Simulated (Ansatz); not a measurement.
Results of r²SCAN+rVV10 in Ansatz (plane waves, PAW) for CdTe (within 0.1 Å of P6₄22, No. 181, 6 atoms in the cell; start mp-1492; a measured phase of this formula has another space group).

Settings: plane-wave cutoff 500 eV, 12×12×4 k mesh (along the axes of the cell as run), Fermi–Dirac smearing 0.05 eV, scalar-relativistic PAW data made under PBE.

Cell (relaxed at this level):

```cif
data_Cd3Te3
_chemical_formula_sum 'Cd3 Te3'
_space_group_name_H-M_alt 'P3121'
_space_group_IT_number 152
_space_group_name_Hall 'P 31 2"'
_cell_length_a 4.52513
_cell_length_b 4.52513
_cell_length_c 10.43085
_cell_angle_alpha 90.000
_cell_angle_beta 90.000
_cell_angle_gamma 120.000
loop_
_atom_site_label
_atom_site_type_symbol
_atom_site_symmetry_multiplicity
_atom_site_Wyckoff_symbol
_atom_site_fract_x
_atom_site_fract_y
_atom_site_fract_z
_atom_site_occupancy
Cd1 Cd 3 a 0.50438 0.50438 0.00000 1
Te1 Te 3 b 0.50218 0.50218 0.50000 1
```

Q: Predict the band gap.

A: 
- band gap: 0.64 eV (on the SCF k mesh)

Spin–orbit coupling is not included; with these elements it can move the gap by several tenths of an eV or more.

Static lattice: no zero-point or thermal effects.

A start named mp-… is a Materials Project structure, which need not be a measured phase.

Ansatz is a program for electronic structure.
